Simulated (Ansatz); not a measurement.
GaN: response to strain

Consider GaN in the wurtzite structure (space group P6_3mc, No. 186; a = 3.152 Å, c = 5.138 Å). Axes: x lies along a and z along c of the hexagonal cell.

Strains are applied to the cell and any free atomic positions relax.

Computed with Kohn–Sham DFT with the LDA functional, run in Ansatz (an electronic-structure program) with PAW and 420 eV plane waves, no spin-orbit coupling.

Notes on the quantities. energy relative to the base: free energy F.

```json
[
 {"variant": "base", "electron mass": "0.18 mₑ along c, 0.20 mₑ across (at Γ)", "energy relative to the base": "0 meV/atom", "band gap": "2.13 eV"},
 {"variant": "uniaxial strain ε_zz = −3.00 %", "electron mass": "0.21 mₑ (at Γ)", "energy relative to the base": "+13 meV/atom", "band gap": "2.31 eV"},
 {"variant": "uniaxial strain ε_zz = −2.40 %", "electron mass": "–", "energy relative to the base": "[?]", "band gap": "[?]"},
 {"variant": "uniaxial strain ε_zz = −1.80 %", "electron mass": "0.19 mₑ along z, 0.20 mₑ across (at Γ)", "energy relative to the base": "+4.6 meV/atom", "band gap": "2.26 eV"},
 {"variant": "uniaxial strain ε_zz = −1.20 %", "electron mass": "0.19 mₑ along z, 0.20 mₑ across (at Γ)", "energy relative to the base": "+2.0 meV/atom", "band gap": "2.23 eV"},
 {"variant": "uniaxial strain ε_zz = −0.60 %", "electron mass": "0.18 mₑ along z, 0.20 mₑ across (at Γ)", "energy relative to the base": "+0.5 meV/atom", "band gap": "2.19 eV"}
]
```

Fill in the withheld entries from the trend.


- uniaxial strain ε_zz = −2.40 %, energy relative to the base: +8.3 meV/atom
- uniaxial strain ε_zz = −2.40 %, band gap: 2.28 eV

Masses are band curvatures over ±0.01 Å⁻¹ around the edge. Whether these cells are dynamically stable was not tested.
